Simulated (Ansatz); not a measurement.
Take NaF in the rock salt structure (space group Fm-3m, No. 225; a = 4.629 Å) as the base.

Computed with PBEsol/PAW in Ansatz (an electronic-structure program), scalar-relativistic without spin-orbit coupling.

For the base:

The gap character comes out as direct at Γ, the electron mass is 0.56 mₑ (at Γ) and the band gap comes out as 6.20 eV. The lattice parameter a is 4.629 Å.

Modification: cell and atoms relaxed at a pressure of 7.5 GPa.

Question: How does this affect the gap character?

Answer: The gap character stays direct at Γ.

Question: Estimate the effect on the electron mass.

Answer: The electron mass goes from 0.56 mₑ (at Γ) to 0.55 mₑ (at Γ).

Question: What happens to the band gap?

Answer: The band gap grows by 0.66 eV to 6.86 eV.

Question: How does this affect the lattice parameter a?

Answer: The lattice parameter a falls by 0.178 Å (4.629 Å → 4.451 Å).

Load acts through the strain it causes; cell and atoms are relaxed under it. Effective masses come from finite differences of ±0.01 Å⁻¹. Stability against distortions was not tested. Competing high-pressure phases were not computed.
